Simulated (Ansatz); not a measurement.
**Spinel GeNi₂O₄**

Level of theory: PBEsol (Ansatz, a quantum-chemistry and plane-wave program, PAW).

Run with plane-wave cutoff 520 eV, 12×12×12 k mesh, Fermi–Dirac smearing 0.05 eV, spin-polarised start, scalar-relativistic PAW data made under PBE.

Cell: relaxed at this level.

```yaml
volume_per_atom: 9.85 Å³/atom
bulk_modulus: 206 GPa
band_gap: 0.62 eV (on the SCF k mesh)
"Γ–Γ gap": 1.09 eV
equilibrium_lattice_constant_a: 8.200 Å
pressure derivative B′ of the bulk modulus: 4.6
```

Note: the magnetic order was assumed, not searched for or taken from measurement; the relaxation could not lower the start's symmetry, so the cell can be a saddle point above a distorted one.

Spin–orbit coupling is not included.

The result took very roughly 40 core-minutes.
